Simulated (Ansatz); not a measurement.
Take GaSe in the beta-GaS type structure (space group P6_3/mmc, No. 194; a = 3.7690 Å, c = 15.9597 Å; layered, stacked along the Cartesian z axis) as the base. Axes: x lies along a and z along c of the hexagonal cell.

Calculations: PBE-D3(BJ) (Ansatz, a program for electronic structure), scalar-relativistic without spin-orbit coupling.

Before the change:

```
Item       Result
--------  -------
Band gap  0.87 eV
Pressure  0.0 GPa
```

Modification: tensile biaxial strain of 4.43 % in the plane normal to [001], as in epitaxy on a mismatched substrate; the out-of-plane cell vector and the atoms relax.

Question: What does the calculation give for the band gap and pressure after the change?

Answer: The band gap changes from 0.87 eV to zero; the pressure (mean of the normal stresses, compression positive) goes from zero to -2.7 GPa.

Stability against distortions was not tested. The final runs are not spin-polarised. Gaps under 0.05 eV, about the width of the smearing, are given as zero. A zero or small gap of GaSe under biaxial strain +4.43 %, plane normal [001], relaxed out of plane can be the functional's error rather than a property of the material.
